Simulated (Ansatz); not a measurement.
## CdTe (model structure, started from the CsCl type, Pm-3m, No. 221, 2 atoms in the cell): properties by level of theory

```json
[
 {"level (code)": "PBE (Ansatz)", "equilibrium lattice constant a (Å)": "?", "enthalpy of formation (eV/atom)": "0.076"},
 {"level (code)": "PBEsol (Ansatz)", "equilibrium lattice constant a (Å)": "3.700", "enthalpy of formation (eV/atom)": "0.080"},
 {"level (code)": "PBE-D3(BJ) (Ansatz)", "equilibrium lattice constant a (Å)": "3.715", "enthalpy of formation (eV/atom)": "0.057"},
 {"level (code)": "r²SCAN (Ansatz)", "equilibrium lattice constant a (Å)": "3.768", "enthalpy of formation (eV/atom)": "?"}
]
```

What belongs in the gaps?


- PBE (Ansatz, a program for electronic structure), equilibrium lattice constant a (Å): 3.783
- r²SCAN (Ansatz), enthalpy of formation (eV/atom): 0.068

Ansatz's density-functional and Hartree–Fock values are scalar-relativistic unless marked +SOC, with PAW data made under PBE.

A model structure was made by putting elements into a prototype or built by hand; it is no filed structure, need not be a known phase, and can be a saddle point held by its symmetry.
